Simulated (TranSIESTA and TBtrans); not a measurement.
Run with TranSIESTA and TBtrans (open boundaries, self-consistent; PseudoDojo norm-conserving potentials, scalar-relativistic): PAO.BasisSize DZ, PAO.EnergyShift 0.15 eV, XC.Authors PBE, Mesh.Cutoff 200 Ry, ElectronicTemperature 300 K, TS.Voltage 0.0 eV, TBT.Elecs.Eta 0.001 eV, no spin polarisation.

Device: Sn chain with one Li atom in place of Sn. Leads: straight Sn chain, spacing 2.75 Å. Geometry: as built, not relaxed. Transport runs along z; the first 4 and the last 4 of the 15 atoms are the lead cells, repeated to infinity.

```xyz
15
Lattice="9.000 0.000 0.000 0.000 9.000 0.000 0.000 0.000 41.450" Properties=species:S:1:pos:R:3 pbc="F F T"
Sn     4.500     4.500     0.000
Sn     4.500     4.500     2.750
Sn     4.500     4.500     5.500
Sn     4.500     4.500     8.250
Sn     4.500     4.500    11.000
Sn     4.500     4.500    13.750
Sn     4.500     4.500    16.500
Li     4.500     4.500    19.350
Sn     4.500     4.500    22.200
Sn     4.500     4.500    24.950
Sn     4.500     4.500    27.700
Sn     4.500     4.500    30.450
Sn     4.500     4.500    33.200
Sn     4.500     4.500    35.950
Sn     4.500     4.500    38.700
```

Q: Give the largest eigenchannel transmissions at the Fermi level (four at most) and the total.

A: 0.21, 0.0066, 0.0066; total 0.22. The straight chain is held at its spacing; free chains may zigzag or dimerise. No spin-polarised start was tried, so a magnetic state, if there is one, is missed.
